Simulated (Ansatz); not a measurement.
The starting structures come from a database of crystals and need not be the phases stable at ambient conditions.

 Where the default PAW files enter, the runs use the earlier of Ansatz's two default sets.

Inside the gap of an insulator the Bloch states are evanescent, with a wavenumber k + iκ along the transport direction.

Input:

```
Zn2O7P2
1.0
    5.35316     0.00000     0.00000
   -1.21951     5.21240     0.00000
    0.72097     0.90911     4.40835
Zn P O
2 2 7
Cartesian
  3.68045   2.06696   2.20418
  1.17416   4.05455   2.20418
  0.95387   1.20280   0.40962
  3.90075   4.91872   3.99873
  2.11640   0.61572   1.22147
  2.73821   5.50579   3.18688
  4.73722   3.92049   3.18688
  0.11739   2.20102   1.22147
  2.71581   3.42456   0.93801
  2.13880   2.69696   3.47034
  0.00000   0.00000   0.00000
```

Space group of this cell: C2/m. The cell is taken as given; by r2SCAN its mean pressure is -6.5 GPa.

Transport runs along the normal of the first two printed cell vectors.

The gap is the functional's own. No spin-orbit coupling. Mid-gap values are interpolated on the energy grid.

Give the band gap and the smallest decay constant κ at mid-gap that Ansatz (an electronic-structure program) with r2SCAN yields.

Gap 4.27 eV on a 6×6×8 mesh; κ = 0.385 1/Å, at the zone centre.
